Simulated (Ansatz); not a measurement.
Start from SiC in the wurtzite structure (space group P6_3mc, No. 186).

```
CELL_PARAMETERS angstrom
      3.05640     0.00000     0.00000
     -1.52820     2.64692     0.00000
      0.00000     0.00000     5.01582
ATOMIC_POSITIONS crystal
  Si 0.33333 0.66667 0.99959
  Si 0.66667 0.33333 0.49959
  C  0.33333 0.66667 0.37541
  C  0.66667 0.33333 0.87541
```

Cartesian axes are those of the cell as printed.

Level of theory: Ansatz (a program for electronic structure), LDA, PAW, cutoff 420 eV, without spin-orbit coupling.

It is then changed as follows: uniaxial strain ε_zz = +1.20 %, all other strain components held at zero, atoms relaxed at fixed cell.

### Question
Predict the stress tensor and what it implies for the stiffness.

### Answer
Stress of the strained cell less that of the base (GPa, compression positive):
```
  -0.66    0.00    0.00
   0.00   -0.66    0.00
   0.00    0.00   -6.60
```

Then −Δσ_ii/ε with ε = 0.0120 gives relaxed-ion elastic constants: C33 ≈ 550 GPa, C13 ≈ 55 GPa and C23 ≈ 55 GPa.

No phonon test of stability was made.
